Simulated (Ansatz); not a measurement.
## How the equilibrium volume per atom of NbAs (model structure, started from the WC type, P-6m2, No. 187, 2 atoms in the cell) moves with the method

No measured value is used here.

```json
[
 {"level (code)": "PBE (Ansatz)", "value (Å³/atom)": "17.72"},
 {"level (code)": "PBEsol (Ansatz)", "value (Å³/atom)": "…"},
 {"level (code)": "PBE-D3(BJ) (Ansatz)", "value (Å³/atom)": "17.07"},
 {"level (code)": "r²SCAN (Ansatz)", "value (Å³/atom)": "17.60"}
]
```

**Question.** What belongs in the gaps?

**Answer.** 
- PBEsol (Ansatz, a quantum-chemistry and plane-wave program), value (Å³/atom): 17.12

Ansatz's density-functional and Hartree–Fock values are scalar-relativistic unless marked +SOC, with PAW data made under PBE.

A model structure was made by putting elements into a prototype or built by hand; it is no filed structure, need not be a known phase, and can be a saddle point held by its symmetry.
